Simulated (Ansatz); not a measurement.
# Several settings converged on TiRh₃ (P4mm, 4 atoms in the cell)

```xyz
4
Lattice="3.8068 0.0000 0.0000 0.0000 3.8068 0.0000 0.0000 0.0000 3.8068" Properties=species:S:1:pos:R:3 pbc="T T T"
Ti     0.0000     0.0000     0.0500
Rh     1.9034     1.9034     0.0000
Rh     0.0000     1.9034     1.9034
Rh     1.9034     0.0000     1.9034
```

Base method: LDA (PW92), default PAW files made with PBE (plane waves; Ansatz, a first-principles code).

Base settings: basis.ecutwfc = 30.9 Ry; kpoints.mp_grid.grid = 9 9 9; hamiltonian.xc = lda; hamiltonian.pseudopotentials = {kind: paw} (the program's default PAW files); scf.occupations.method = fermi_dirac; scf.occupations.width = 0.0073 Ry.

The count of work is k-points × plane waves × bands × iterations; it is no time. 

**The width of Fermi-Dirac smearing**

In this ladder: kpoints.mp_grid.grid = 15 15 15.

Narrow widths need finer meshes than wide ones, so the last steps can hold mesh noise.

Only quantities that move along the ladder and can be compared are tabulated; pressure and forces are left out, as mesh noise rules them at narrow widths.

| scf.occupations.width | free energy less the last step's (meV/atom) | energy extrapolated to zero width less the last step's (meV/atom) |
|---|---|---|
| 0.0735 Ry | -1537.84 | 0.81 |
| 0.0367 Ry | -361.69 | 18.08 |
| 0.022 Ry | -123.65 | 0.50 |
| 0.0147 Ry | -53.64 | -1.35 |
| 0.0073 Ry | -10.87 | -0.30 |
| 0.0037 Ry | 0.00 | 0.00 |

Widest scf.occupations.width that holds the energy extrapolated to zero width within 2 meV/atom of the last step, with all finer ones: 0.022 Ry; the step before is off by 18 meV/atom.

Widest scf.occupations.width that holds the free energy within 5 meV/atom: not settled: the last two steps still differ by 11 meV/atom, over half the tolerance, so the ladder does not show it.

The extrapolation to zero width removes most of the smearing's effect on the energy.

**The width of Methfessel-Paxton smearing**

In this ladder: kpoints.mp_grid.grid = 15 15 15; scf.occupations.method = methfessel_paxton.

Narrow widths need finer meshes than wide ones, so the last steps can hold mesh noise.

Only quantities that move along the ladder and can be compared are tabulated; pressure and forces are left out, as mesh noise rules them at narrow widths.

| scf.occupations.width | free energy less the last step's (meV/atom) |
|---|---|
| 0.0367 Ry | -0.86 |
| 0.022 Ry | -0.15 |
| 0.0147 Ry | 0.06 |
| 0.0073 Ry | -0.02 |
| 0.0037 Ry | 0.00 |

Widest scf.occupations.width that holds the free energy within 0.5 meV/atom of the last step, with all finer ones: 0.022 Ry; the step before is off by 0.86 meV/atom.

**The mesh under tetrahedron occupations**

In this ladder: scf.occupations.method = tetrahedron; scf.occupations.width = default.

Only quantities that move along the ladder and can be compared are tabulated.

| kpoints.mp_grid.grid | free energy less the last step's (meV/atom) | pressure (GPa) | largest difference of a force vector from the last step's (eV/Å) | count of work / last |
|---|---|---|---|---|
| 4 4 4 | -8.02 | -7.53 | 0.010 | 0.025 |
| 5 5 5 | -4.40 | -7.42 | 0.017 | 0.025 |
| 6 6 6 | 6.36 | -7.31 | 0.006 | 0.055 |
| 7 7 7 | 0.96 | -7.41 | 0.009 | 0.049 |
| 9 9 9 | 0.72 | -7.42 | 0.004 | 0.092 |
| 11 11 11 | -0.13 | -7.41 | 0.004 | 0.17 |
| 13 13 13 | -0.11 | -7.43 | 0.001 | 0.27 |
| 16 16 16 | 0.06 | -7.43 | 0.001 | 0.56 |
| 20 20 20 | 0.00 | -7.42 | 0.000 | 1.0 |

Coarsest kpoints.mp_grid.grid that holds the free energy within 5 meV/atom of the last step, with all finer ones: 7 7 7, at 0.049 of the last step's count of work; the step before is off by 6.4 meV/atom.

Coarsest kpoints.mp_grid.grid that holds the pressure within 0.05 GPa of the last step, with all finer ones: 7 7 7, at 0.049 of the last step's count of work; the step before is off by 0.12 GPa.

On the base run: the starting cell comes from a database of computed structures (which also holds hypothetical and non-ambient phases and stackings), without a prior relaxation at this level. Its lattice was rescaled by up to half a per cent. One atom was moved a little off its site on purpose. Spin polarisation is off. In the base run, with a pressure of about -7 GPa the cell is away from its equilibrium volume at this level. Ansatz's pressure includes its estimate of the finite-basis (Pulay) stress.

Left out of this page: 4 runs of the series outside the window shown, repeating another row's setting, or not comparable; 1 run of the series unsound by tests on forces, stress, charge or solver warnings.

Keys are those of Ansatz 0.2.
